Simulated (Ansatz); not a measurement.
We consider BeS (model structure, started from the rocksalt type, Fm-3m, No. 225, 2 atoms in the cell), described by r²SCAN (plane waves, PAW; Ansatz, a program for electronic structure).

Run with plane-wave cutoff 560 eV, 14×14×14 k mesh, Fermi–Dirac smearing 0.01 eV, scalar-relativistic PAW data made under PBE.

Cell (relaxed at this level):

```
CELL_PARAMETERS angstrom
      0.00000     2.31703     2.31703
      2.31703     0.00000     2.31703
      2.31703     2.31703     0.00000
ATOMIC_POSITIONS crystal
  S  0.00000 0.00000 0.00000
  Be 0.50000 0.50000 0.50000
```

Task: Predict the band gap, Γ–Γ gap and bulk modulus.

Result: 
- band gap: 1.33 eV (on the SCF k mesh)
- Γ–Γ gap: 6.49 eV
- bulk modulus: 111 GPa

Note: the bulk modulus is −V dP/dV from two relaxed cells at ±2 % in volume; the relaxation could raise the start's symmetry but not lower it, so the cell can be a saddle point.

Computed values are for the static lattice.

A model structure was made by putting elements into a prototype or built by hand; it is no filed structure, need not be a known phase, and can be a saddle point held by its symmetry.
